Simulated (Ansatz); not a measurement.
The starting structures come from a database of crystals and need not be the phases stable at ambient conditions.

The decay constant κ of evanescent states in the gap governs leakage through a thin film.

Consider the following.

```xyz
16
Lattice="4.2931 0.0000 0.0000 0.0000 13.3958 0.0000 0.0000 4.5420 6.3414" Properties=species:S:1:pos:R:3 pbc="T T T"
Sr     3.2198     1.5013     0.6371
Sr     1.0733    16.4365     5.7043
Sr     1.0733    11.1199     4.7149
Sr     3.2198     6.8179     1.6265
H      3.2198     9.3870     5.5780
H      1.0733     8.5508     0.7634
H      1.0733    13.5222     2.0000
H      3.2198     4.4156     4.3414
I      1.0733     7.4765     4.4584
I      3.2198    10.4613     1.8830
I      3.2198    13.9672     4.1692
I      1.0733     3.9705     2.1722
O      3.2198    10.3535     5.6998
O      1.0733     7.5843     0.6417
O      1.0733    13.7180     1.0458
O      3.2198     4.2198     5.2957
```

Space group of this cell: Pnma. The cell is taken as given; by r2SCAN its mean pressure is -1.0 GPa.

Transport runs along the normal of the first two printed cell vectors.

No gap correction and no spin-orbit coupling; mid-gap values are interpolated between computed energies.

### Question
Compute, with r2SCAN in Ansatz (a first-principles code), the band gap and the smallest decay constant κ at mid-gap.

### Answer
Gap 4.45 eV on a 8×6×6 mesh; κ = 0.310 1/Å, at the zone centre.
